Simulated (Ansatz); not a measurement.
**GaN under load (space group P6_3mc): band-edge transport data**

Data:

```
CELL_PARAMETERS angstrom
      3.19010     0.00000     0.00000
     -1.59505     2.76271     0.00000
      0.00000     0.00000     5.17951
ATOMIC_POSITIONS crystal
  Ga 0.66667 0.33333 0.49890
  Ga 0.33333 0.66667 0.99890
  N  0.66667 0.33333 0.87610
  N  0.33333 0.66667 0.37610
```

All values below come from PBEsol with spin-orbit coupling, rigid bands (plane waves, PAW; Ansatz, a quantum-chemistry and plane-wave program). Condition of this run: biaxial stress xx = yy = -1 GPa (compression positive) (the target of the relaxation). Geometry: cell and atoms relaxed with PBEsol, then loaded as said.

```yaml
band_gap: 1.86 eV
electron conductivity mass (300 K, dilute): 0.184 (x), 0.184 (y), 0.167 (z) mₑ
hole conductivity mass (300 K, dilute): 1.54 (x), 1.54 (y), 1.63 (z) mₑ
effective density of states N_c (300 K): 1.8e18 cm⁻³
effective density of states N_v (300 K): 9.9e19 cm⁻³
density_of_states_mass_electrons: 0.172 mₑ
density_of_states_mass_holes: 2.5 mₑ
Seebeck coefficient, n-type 1e19 cm⁻³, 300 K: -104 μV/K
best n-type power factor at 300 K for τ = 10 fs (best axis; densities from 1e16 to 1e21 cm⁻³ tried, whether or not they can be reached): 1.71 μW/(cm·K²) at 1e19 cm⁻³
Seebeck coefficient, p-type 1e19 cm⁻³, 300 K: 430 μV/K
best p-type power factor at 300 K for τ = 10 fs (best axis; densities from 1e16 to 1e21 cm⁻³ tried, whether or not they can be reached): 13.9 μW/(cm·K²) at 3e20 cm⁻³
```

Rigid bands; masses and Seebeck coefficients take one relaxation time τ for all states and one kind of carrier; polarons and phonon drag are left out.
